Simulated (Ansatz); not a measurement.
Ansatz (a first-principles code) run on Ta3Re (I4mm, 4 atoms in the cell): self-consistent single point.

Level of theory: PBEsol, default PAW files made with PBE (plane waves; Ansatz).

```
CELL_PARAMETERS angstrom
      0.00000     3.25370     3.25370
      3.25370     0.00000     3.25370
      3.25370     3.25370     0.00000
ATOMIC_POSITIONS crystal
  Ta 0.25000 0.25000 0.25000
  Ta 0.75000 0.75000 0.75000
  Ta 0.50768 0.50768 0.49232
  Re 0.00000 0.00000 0.00000
```

Reference input (self-consistent single point, DFT, PBEsol, plane waves, default PAW files made with PBE): basis.ecutwfc = 420 eV; kpoints.mp_grid.grid = 9 9 9; hamiltonian.xc = pbesol; hamiltonian.pseudopotentials = {kind: paw} (the program's default PAW files); scf.occupations.method = fermi_dirac; scf.occupations.width = 0.1 eV. This run's input differs from it in these lines:

Ansatz 0.2 input:
```diff
@@ -14,3 +14,3 @@
 kpoints:
-  mp_grid: { grid: [9, 9, 9] }
+  mp_grid: { grid: [17, 17, 17] }
 hamiltonian:
@@ -19,3 +19,3 @@
 scf:
-  occupations: { method: fermi_dirac, width: 0.1 }
+  occupations: { method: fermi_dirac, width: 0.3 }
 output:
```

Log, with long lists cut:

```
SCF iter   1: F=—  HF=-40158.002297 eV  |F-HF|=—  |Δ(HF+E_count)|=         —  Δρ=7.16e-3  dr2=7.70e-2  ethr=1.77e-3  ⟨swp⟩=5.0  Hψ=48894  notcnv=0
all-band conjugate gradients solve this SCF's bands
preconditioner: auto → Kerker (q_TF=auto, 2.620 Å⁻¹)
SCF iter   2: F=—  HF=-40157.995474 eV  |F-HF|=—  |Δ(HF+E_count)|=   6.82e-3  Δρ=3.98e-3  dr2=2.39e-2  ethr=1.43e-4  ⟨swp⟩=1.1  Hψ=17857  notcnv=0
SCF iter   3: F=—  HF=-40157.991647 eV  |F-HF|=—  |Δ(HF+E_count)|=   3.83e-3  Δρ=3.82e-4  dr2=1.05e-4  ethr=4.42e-5  ⟨swp⟩=2.0  Hψ=17052  notcnv=0
SCF iter   4: F=—  HF=-40157.991624 eV  |F-HF|=—  |Δ(HF+E_count)|=   2.39e-5  Δρ=3.81e-5  dr2=6.81e-7  ethr=1.94e-7  ⟨swp⟩=2.1  Hψ=20310  notcnv=0
SCF iter   5: F=—  HF=-40157.991628 eV  |F-HF|=—  |Δ(HF+E_count)|=   4.04e-6  Δρ=1.04e-5  dr2=6.10e-8  ethr=1.26e-9  ⟨swp⟩=2.0  Hψ=20717  notcnv=0
SCF iter   6: F=-40157.991628 eV  HF=-40157.991628 eV  |F-HF|=7.06e-10  |Δ(HF+E_count)|=   5.87e-9  Δρ=1.50e-6  dr2=1.43e-9  ethr=1.13e-10  ⟨swp⟩=2.6  Hψ=52605  notcnv=0
SCF 1 converged in 6 iterations: F = -40157.991628 eV  dr2 = 1.43e-9
Free energy (F): -40157.991628 eV
Internal energy: -40157.090668 eV  (E = F + TS)
E sigma→0 (E₀):  -40157.541148 eV
Entropy (-TS):   -0.900960 eV (-225.240 meV/atom)
Fermi energy:    19.729579 eV
--- Forces (eV/Å), atoms counted from 1 ---
  atom   1  Ta    -0.00000000    -0.00000000     0.28793726
  atom   2  Ta     0.00000000     0.00000000     0.28793726
  atom   3  Ta     0.00000000     0.00000000    -0.69957873
  atom   4  Re     0.00000000     0.00000000     0.12370708
--- Stress (GPa, compression-positive) ---
       -6.842909       0.000000      -0.000000
        0.000000      -6.842909       0.000000
       -0.000000      -0.000000      -6.873576
  P = ⅓ Tr σ = -6.8531 GPa (-68.531 kbar)
  The stress holds the Pulay correction. Without it, at fixed plane waves, as pw.x and ABINIT print it: P = -6.9267 GPa
```

The run converged in 6 iterations. Against the reference run the free energy falls by 101 meV/atom, the pressure goes from -8.12 to -6.85 GPa and the largest force goes from 0.710 to 0.700 eV/Å.

The starting cell comes from a database of computed structures (which also holds hypothetical and non-ambient phases and stackings), without a prior relaxation at this level. Its lattice was rescaled by up to half a per cent. One atom was moved a little off its site on purpose. Spin polarisation is off. With a pressure of about -7 GPa the cell is away from its equilibrium volume at this level. Ansatz's pressure includes its estimate of the finite-basis (Pulay) stress.

Cost on one core of a shared machine: roughly 30 s.
